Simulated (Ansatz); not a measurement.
Effect of biaxial strain −2.00 %, plane normal [001], relaxed out of plane on Zr

Take Zr in the hcp (Mg type) structure (space group P6_3/mmc, No. 194; a = 3.1825 Å, c = 5.1235 Å; relaxed with 0.1 eV smearing) as the base. Axes: x lies along a and z along c of the hexagonal cell.

The change: biaxial strain −2.00 %, plane normal [001], relaxed out of plane (Cartesian); in-plane vectors clamped, the third vector and the atoms free.

Method: PBEsol (Ansatz, a quantum-chemistry and plane-wave program, PAW, scalar-relativistic without spin-orbit coupling). Settings: 21×21×11 k-points, 0.1 eV Fermi–Dirac smearing.

```json
[
 {"quantity": "space group", "base": "P6_3/mmc (No. 194)", "changed": "P6_3/mmc (No. 194)", "shift": "–"},
 {"quantity": "shortest interatomic distance", "base": "3.153 Å", "changed": "3.119 Å", "shift": "-0.034 Å"},
 {"quantity": "pressure (mean of the normal stresses, compression positive)", "base": "0.0 GPa", "changed": "2.0 GPa", "shift": "+1.95 GPa"},
 {"quantity": "band gap", "base": "zero", "changed": "zero", "shift": "–"},
 {"quantity": "out-of-plane strain", "base": "–", "changed": "+1.86 %", "shift": "–"},
 {"quantity": "mean in-plane stress (compression positive)", "base": "–", "changed": "+2.9 GPa", "shift": "–"}
]
```

Stability against distortions was not tested. The final runs are not spin-polarised.
